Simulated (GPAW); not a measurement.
## Equation of state of cubic perovskite BaHfO3 (space group 221): energy against volume (GPAW, PBE)

```
BaHfO3
1.0
    4.09585     0.00000     0.00000
    0.00000     4.09585     0.00000
    0.00000     0.00000     4.09585
Ba Hf O
1 1 3
Direct
  0.00000   0.00000   0.00000
  0.50000   0.50000   0.50000
  0.50000   0.00000   0.50000
  0.00000   0.50000   0.50000
  0.50000   0.50000   0.00000
```

Method of the run: PBE, GPAW PAW datasets PBE (gpaw-data 1.0.1) (plane waves; GPAW). Settings: mode = pw; ecut = 1040 eV; xc = PBE; kpts = 8 8 8; mesh shift (steps) = 0 0 0; occupations.name = fermi-dirac; occupations.width = 0.01 eV; nbands = -6; convergence.density = 1e-05 e/electron; convergence.energy = 1e-05 eV/electron; convergence.bands = -4; symmetry.symmorphic = false; symmetry.tolerance = 0.0005; maxiter = 120. The cell above is the first row's. The rows scale it uniformly. In all rows fractional positions and the k mesh are held. E is the free energy at the stated smearing, counted from the lowest row.

```csv
V (Å^3/atom),E (meV/atom)
13.742,?
14.041,32.17
14.340,14.28
14.639,3.81
14.937,0.00
15.236,2.15
15.535,9.64
15.834,21.91
16.132,38.51
```

Fit E of the 8 rows that show it with the third-order Birch-Murnaghan form, a cubic in V^(-2/3). With u = V^(-2/3) - 0.164, the rows have u = 0.007818, 0.005421, 0.003106, 0.000876, -0.001288, -0.003383, -0.005411, -0.007370. Least squares gives E = 0.177 - 735.10·u + 611436·u² + 765917·u³. Residuals (row less fit): 0.002, -0.002, -0.005, -0.003, 0.013, 0.008, -0.025, 0.011; standard error 0.016 (degrees of freedom: 4). Its minimum lies at u = 0.000600, so V0 = (0.164600)^(-3/2) = 14.97. There d²E/du² = 1226000 and d³E/du³ = 4596000, so B0 = (4/9) × 14.97^(-7/3) × 1226000 × 0.160218 = 158 GPa (the last factor turns the table's units into GPa), and B0' = 4 + (2/3) × 0.164600 × (4596000)/1226000 = 4.4. The program's pressures in the fitted runs (not shown) pass through zero at V = 14.97, 0.01 % from this V0.

**Question.** Predict the withheld E at V = 13.742 from the fit, and compare with the calculation.

**Answer.** u = 0.010301, so E = 0.177 - 735.10 × 0.010301 + 611436 × 0.010301² + 765917 × 0.010301³ = 58.322 meV/atom. The calculation gives 58.36 meV/atom, 0.038 meV/atom above the prediction (0.1 % of the range of E in the table). The row lies outside the fitted rows, so this is an extrapolation. From the scatter of the fitted rows alone, a prediction at this place has a standard error of 0.048 meV/atom, so the miss is 0.8 times that.

Carrying the step between the two nearest rows on in a straight line would have given 50.06, off by 8.30; series whose last step already gives the withheld value aren't shown. The scan was laid around a cell of about the measured size, scaled by a guess for this functional. The runs keep the symmetry of the cell, so they don't test it for distortions. Spin-orbit coupling is off. Cutoffs and mesh are single choices, not tested for convergence of this quantity. Series with a scatter that would blur these digits, or in which a gap closes, are not shown. Nor are scans whose minimum lies at an end fitted in this form.
